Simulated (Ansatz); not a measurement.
# SiO2 (P4₁2₁2, No. 92)

All values below come from PBEsol (plane waves, PAW; Ansatz, a first-principles code).

Run with plane-wave cutoff 520 eV, 8×8×6 k mesh (along the axes of the cell as run), Fermi–Dirac smearing 0.01 eV, scalar-relativistic PAW data made under PBE.

Cell (measured lattice):

```cif
data_O8Si4
_chemical_formula_sum 'Si4 O8'
_space_group_name_H-M_alt 'P41212'
_space_group_IT_number 92
_space_group_name_Hall 'P 4abw 2nw'
_cell_length_a 4.95700
_cell_length_b 4.95700
_cell_length_c 6.89030
_cell_angle_alpha 90.000
_cell_angle_beta 90.000
_cell_angle_gamma 90.000
loop_
_atom_site_label
_atom_site_type_symbol
_atom_site_symmetry_multiplicity
_atom_site_Wyckoff_symbol
_atom_site_fract_x
_atom_site_fract_y
_atom_site_fract_z
_atom_site_occupancy
Si1 Si 4 a 0.30470 0.30470 0.00000 1
O1 O 8 b 0.23810 0.11090 0.18260 1
```

For SiO2 (P4₁2₁2, No. 92), the band gap is 5.71 eV (direct).

Note: cell and atoms aren't relaxed at this level (largest force component 0.42 eV/Å, pressure 3.7 GPa).

The computed numbers hold no vibrational or temperature effects.

The result took roughly 2.1 core-minutes.
